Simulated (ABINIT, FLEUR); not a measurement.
An ABINIT input for a self-consistent single point of Ta (Im-3m, 1 atom in the cell) (DFT, PBE, plane waves, PAW (JTH v2.0 PBE PAW)):

```
# Ta, JTH v2.0 PBE PAW
pp_dirpath "./"
pseudos "Ta.GGA_PBE-JTH.xml"
acell 5.3822065426 5.3822065426 5.3822065426
rprim
        -0.5773502692    0.5773502692    0.5773502692
         0.5773502692   -0.5773502692    0.5773502692
         0.5773502692    0.5773502692   -0.5773502692
natom 1
ntypat 1
znucl 73
typat 1
xcart
         0.0000000000    0.0000000000    0.0000000000
      Angstrom
ecut 20
pawecutdg 40
pawxcdev 0
ixc 11
occopt 3
tsmear 0.136 eV
nband 12
kptopt 1
ngkpt 18 18 18
nshiftk 1
shiftk 0 0 0
nstep 50
tolvrs 1.0e-10
prtwf 0
prtden 0
enunit 1
```

Task: Give the FLEUR input for the same structure, mesh, smearing and functional.

Result: One input that does it (others would too):

Input of the input generator:

```
Ta FLAPW
&input film=f /
-0.5773502692 0.5773502692 0.5773502692
0.5773502692 -0.5773502692 0.5773502692
0.5773502692 0.5773502692 -0.5773502692
5.3822065426
1.0 1.0 1.0

1
73 0.0000000000 0.0000000000 0.0000000000

&comp jspins=1 /
&kpt div1=18 div2=18 div3=18 gamma=t /
&end /
```

```xml
<?xml version="1.0" encoding="UTF-8" standalone="no"?>
<fleurInput fleurInputVersion="0.39">
   <comment>
      Ta FLAPW                                                                                            
   </comment>
   <calculationSetup>
      <cutoffs Kmax="3.9" Gmax="15.6" GmaxXC="15.6" numbands="0"/>
      <scfLoop itmax="80" minDistance="0.00001" maxIterBroyd="25" imix="Anderson" alpha="0.05" precondParam="0.0" spinf="2.0"/>
      <coreElectrons ctail="T" frcor="F" kcrel="0" coretail_lmax="0"/>
      <xcFunctional name="pbe" relativisticCorrections="F"/>
      <magnetism jspins="1"/>
      <soc l_soc="F" theta="0.0" phi="0.0" spav="F"/>
      <expertModes spex="0" secvar="F"/>
      <geometryOptimization l_f="T" forcealpha="1.0" forcemix="BFGS" epsdisp="0.00001" epsforce="0.00001"/>
      <ldaU l_linMix="F" mixParam="0.05" spinf="1.0"/>
   </calculationSetup>
   <cell>
      <bzIntegration valenceElectrons="27.0" mode="hist" fermiSmearingEnergy="0.00499791">
         <kPointListSelection listName="default-1"/>
         <!-- k-points included here -->
         <xi:include xmlns:xi="http://www.w3.org/2001/XInclude" href="kpts.xml"> </xi:include>
      </bzIntegration>
      <!-- symmetry operations included here -->
      <xi:include xmlns:xi="http://www.w3.org/2001/XInclude" href="sym.xml"> </xi:include>
      <bulkLattice scale="1.0">
         <bravaisMatrix>
            <row-1>   -3.1074183962601110     3.1074183962601110     3.1074183962601110</row-1>
            <row-2>    3.1074183962601110    -3.1074183962601110     3.1074183962601110</row-2>
            <row-3>    3.1074183962601110     3.1074183962601110    -3.1074183962601110</row-3>
         </bravaisMatrix>
      </bulkLattice>
   </cell>
   <atomSpecies>
      <species name="Tantalum (Ta)" element="Ta" atomicNumber="73">
         <mtSphere radius="2.57" gridPoints="885" logIncrement="0.015"/>
         <atomicCutoffs lmax="10" lnonsphr="8"/>
         <electronConfig flipSpins="F">
            <coreConfig>(1s1/2) (2s1/2) (2p1/2) (2p3/2) (3s1/2) (3p1/2) (3p3/2) (4s1/2) (3d3/2) (3d5/2) (4p1/2) (4p3/2) (4d3/2) (4d5/2)</coreConfig>
            <valenceConfig>(5s1/2) (5p1/2) (5p3/2) (6s1/2) (4f5/2) (4f7/2) (5d3/2) (5d5/2)</valenceConfig>
            <stateOccupation state="(5d3/2)" spinUp="0.6" spinDown="0.6"/>
            <stateOccupation state="(5d5/2)" spinUp="0.9" spinDown="0.9"/>
         </electronConfig>
         <energyParameters s="6" p="6" d="5" f="5"/>
         <lo type="SCLO" l="0" n="5" eDeriv="0"/>
         <lo type="SCLO" l="1" n="5" eDeriv="0"/>
         <lo type="SCLO" l="3" n="4" eDeriv="0"/>
      </species>
   </atomSpecies>
   <atomGroups>
      <atomGroup species="Tantalum (Ta)">
         <relPos label="                   1">.0000000000 .0000000000 .0000000000</relPos>
         <force calculate="T" relaxXYZ="TTT"/>
      </atomGroup>
   </atomGroups>
   <output dos="F" band="F" slice="F">
      <checks vchk="F" cdinf="F"/>
      <bandDOS minEnergy="-.5*Htr" maxEnergy="0.5*Htr" sigma="0.015" storeEVData="T"/>
      <vacuumDOS vacdos="F" integ="F" star="F" nstars="0" locx1="0.0" locy1="0.0" locx2="0.0" locy2="0.0" nstm="0" tworkf="0.0"/>
      <unfoldingBand unfoldBand="F" supercellX="1" supercellY="1" supercellZ="1"/>
      <plotting iplot="0" polar="F">
         <plot TwoD="T" vec1="  1.0  0.0  0.0" vec2="  0.0  1.0  0.0" vec3="  0.0  0.0  1.0" zero="  0.0  0.0  0.0" file="plot"/>
      </plotting>
      <chargeDensitySlicing numkpt="0" minEigenval="0.0" maxEigenval="0.0" nnne="0" pallst="F"/>
      <specialOutput eonly="F"/>
      <magneticCircularDichroism mcd="F" energyLo="-10.0" energyUp="0.0"/>
   </output>
  <!-- We include the file relax.xml here to enable relaxations (see documentation) -->
  <xi:include xmlns:xi="http://www.w3.org/2001/XInclude" href="relax.xml"> <xi:fallback/> </xi:include>
</fleurInput>
```

Basis, cutoffs, solver keys and any potentials are the target program's own. This input uses DFT, PBE, all-electron FLAPW (FLEUR), scalar-relativistic valence.

The starting cell comes from a database of computed structures (which also holds hypothetical and non-ambient phases and stackings), without a prior relaxation at this level. Its lattice was rescaled by a random factor within 2.5 % of one. For this run, on top of that: lattice scaled by 0.98.
